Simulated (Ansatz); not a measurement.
## LiNbO3: Nb on a Li site (antisite)

The parent structure is a 10-atom supercell of LiNbO3 (space group R3c, No. 161; a = 5.1899 Å, c = 14.0164 Å (hexagonal axes)) at its relaxed geometry.

Now apply this change: one Li atom is replaced by Nb, atoms relaxed at fixed cell, starting from a slightly rattled geometry.

All numbers come from PBE/PAW in Ansatz (an electronic-structure program), no SOC, earlier PAW set. Γ-centred 6×6×6 mesh, Fermi–Dirac width 0.01 eV.

The pressure goes from zero to 7.6 GPa and the largest displacement of a host atom from its site in the perfect cell comes out as 0.40 Å. The shift of the substituted atom off its lattice site comes out as 0.36 Å.

Final structure:

```
CELL_PARAMETERS angstrom
      5.18987     0.00000     0.00000
     -2.59493     4.49456     0.00000
      0.00000    -2.99637     4.67214
ATOMIC_POSITIONS crystal
  Nb 0.74258 0.38423 0.06079
  Li 0.23406 0.42889 0.64626
  Nb 0.98247 0.03319 0.99986
  Nb 0.43240 0.90644 0.43748
  O  0.63220 0.51496 0.77749
  O  0.87808 0.14630 0.72356
  O  0.28726 0.90172 0.76643
  O  0.69099 0.10533 0.24487
  O  0.42780 0.47250 0.26638
  O  0.08533 0.90076 0.28038
```

Other magnetic orders, which the real material may have, were not ruled out. The cell is small, so the values are those of an ordered compound at a high defect concentration; dilute-limit values will differ. Starting moments died away, wholly or in part, for Nb on a Li site (antisite); another magnetic solution may exist. The defect cell is spin-polarised and ends with 0.0 μB.
